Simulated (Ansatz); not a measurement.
Start from Bi₂Se₃ in the Bi2Te3 type structure (space group R-3m, No. 166).

```
CELL_PARAMETERS angstrom
      2.07216     1.19636     9.48267
     -2.07216     1.19636     9.48267
      0.00000    -2.39272     9.48267
ATOMIC_POSITIONS crystal
  Bi 0.40087 0.40087 0.40087
  Bi 0.59913 0.59913 0.59913
  Se 0.00000 0.00000 0.00000
  Se 0.21052 0.21052 0.21052
  Se 0.78948 0.78948 0.78948
```

Calculations: PBE-D3(BJ)/PAW in Ansatz (a quantum-chemistry and plane-wave program), no spin-orbit coupling.

One change was made to it. Results:

The lattice parameter a drops by 0.101 Å to 4.043 Å; the c/a ratio shrinks by 0.121, from 6.864 to 6.743; the band gap becomes zero (base: 0.16 eV).

### Question
Name the change that was made.
A. pressure 0.3 GPa
B. pressure −1 GPa
C. pressure 5 GPa

### Answer
C, pressure 5 GPa. For comparison, the band gap in the other runs: pressure −1 GPa gives 0.28 eV; pressure 0.3 GPa gives 0.14 eV.

Spin-orbit coupling, missing from the scalar runs, can matter with Bi. Load acts through the strain it causes; cell and atoms are relaxed under it. Stability against distortions was not tested. Competing high-pressure phases were not computed. The final runs are not spin-polarised. The zero or small gap of Bi2Se3 can change with the level of theory.
